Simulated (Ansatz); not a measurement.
The parent structure is SiC (space group P6_3mc, No. 186; a = 3.0778 Å, c = 10.0773 Å). Axes: x lies along a and z along c of the hexagonal cell.

Calculations: Kohn–Sham DFT with the r2SCAN functional, run in Ansatz (a quantum-chemistry and plane-wave program) with PAW and 500 eV plane waves, no spin-orbit coupling, earlier PAW set.

Base values:

Valence-band top at Γ: 0.00, 0.00, -0.05 eV
Band gap: 2.60 eV
Pressure: 0.00 GPa

The change: the symmetric strain tensor [0.0037 0.0120 -0.0212; 0.0120 -0.0058 -0.0030; -0.0212 -0.0030 0.0166]; the atoms relax in the strained cell.

Task: How does this affect the valence-band top at Γ, energy relative to the base, band gap and pressure?

Result: The valence-band top at Γ (three highest levels, from the VBM) changes from 0.00, 0.00, -0.05 eV to 0.00, -0.16, -0.45 eV; the energy grows by 19 meV/atom; the band gap drops by 0.36 eV (2.60 eV → 2.24 eV); the pressure (mean of the normal stresses, compression positive) goes from zero to -2.97 GPa.

Whether these cells are dynamically stable was not tested.
